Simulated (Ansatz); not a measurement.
Worked example: self-consistent single point of Cr (Im-3m, 1 atom in the cell) in Ansatz (an electronic-structure program).

Computed with PBE (plane waves, PAW; Ansatz).

The change in words: lattice scaled by 0.98. Reference geometry:
```
Cr
1.0
   -1.41840     1.41840     1.41840
    1.41840    -1.41840     1.41840
    1.41840     1.41840    -1.41840
Cr
1
Direct
  0.00000   0.00000   0.00000
```
Moments meant for the start (each program seeds them in its own way; μB, in the order of the atoms Cr): 3.0.

Reference input (self-consistent single point, DFT, PBE, plane waves, default PAW files): kpoints.mp_grid.grid = 13 13 13; hamiltonian.xc = pbe; hamiltonian.pseudopotentials = {kind: paw} (the program's default PAW files); magnetization.spin_polarized = true; scf.occupations.method = fermi_dirac; scf.occupations.width = 0.0073 Ry. This run's input differs from it in these lines:

```diff
@@ -3,5 +3,5 @@
   lattice:
-    - [-1.41840000, 1.41840000, 1.41840000]
-    - [1.41840000, -1.41840000, 1.41840000]
-    - [1.41840000, 1.41840000, -1.41840000]
+    - [-1.39003200, 1.39003200, 1.39003200]
+    - [1.39003200, -1.39003200, 1.39003200]
+    - [1.39003200, 1.39003200, -1.39003200]
   atoms:
```

Output, abridged:

```
SCF iter   1: F=—  HF=-3381.351966 eV  |F-HF|=—  |Δ(HF+E_count)|=         —  Δρ=3.67e-1 (↑3.67e-1 ↓1.64e-1)  dr2=5.64e0  dr2_m=6.34e0  M=0.095 μB ∫|m|=0.103 μB  β_m=0.30  ethr=3.10e-3  ⟨swp⟩=4.0  Hψ=10115  notcnv=0
Mixer restart at iter 1: flushing history
all-band conjugate gradients solve this SCF's bands
preconditioner: auto → none
   [... lines left out ...]
SCF iter   8: F=—  HF=-3377.698527 eV  |F-HF|=—  |Δ(HF+E_count)|=   1.36e-8  Δρ=2.28e-6 (↑6.11e-7 ↓2.28e-6)  dr2=5.56e-10  dr2_m=1.26e-10  M=0.000 μB ∫|m|=0.000 μB  β_m=0.97  ethr=7.65e-10  ⟨swp⟩=2.6  Hψ=3230  notcnv=0  defer=41
SCF iter   9: F=-3377.698527 eV  HF=-3377.698527 eV  |F-HF|=4.55e-12  |Δ(HF+E_count)|=  4.86e-10  Δρ=1.84e-7 (↑1.84e-7 ↓1.16e-7)  dr2=7.22e-12  dr2_m=2.93e-13  M=0.000 μB ∫|m|=0.000 μB  ethr=3.97e-12  ⟨swp⟩=2.0  Hψ=6659  notcnv=0
SCF 1 converged in 9 iterations: F = -3377.698527 eV  dr2 = 7.22e-12
WARN: the starting moments were not kept: the SCF closed with an absolute magnetisation of 2.2e-7 μB, where they sum to 3 μB in size (1 site) …
Magnetization: 0.0000 μB (7.0000 up, 7.0000 down)
   [... lines left out ...]
Absolute magnetization: 0.0000 μB (∫|ρ↑−ρ↓|, with the PAW one-centre terms)
Free energy (F): -3377.698527 eV
Fermi energy:    21.166125 eV
   [... lines left out ...]
--- Forces (eV/Å), atoms counted from 1 ---
  atom   1  Cr     0.00000000    -0.00000000    -0.00000000
--- Stress (GPa, compression-positive) ---
       21.951196      -0.000000      -0.000000
       -0.000000      21.951196      -0.000000
       -0.000000      -0.000000      21.951196
  P = ⅓ Tr σ = 21.9512 GPa (219.512 kbar)
  The stress holds the Pulay correction. Without it, at fixed plane waves, as pw.x and ABINIT print it: P = 21.8322 GPa
```

The run converged in 9 iterations. Against the reference run the free energy goes up by 50.9 meV/atom and the pressure goes from 3.27 to 21.95 GPa.

The starting cell was generated: these elements placed on a structure prototype, without a prior relaxation; it need not be a known phase or ordering of this composition. Its lattice was rescaled by a random factor within 2.5 % of one. For this run, on top of that: lattice scaled by 0.98. The starting moments vanished: the run ended non-magnetic, which need not be the lowest state. The program warned that a starting moment was not kept. With a pressure of about 22 GPa the cell is away from its equilibrium volume at this level. Ansatz's pressure includes its estimate of the finite-basis (Pulay) stress.

Keys are those of Ansatz 0.2.
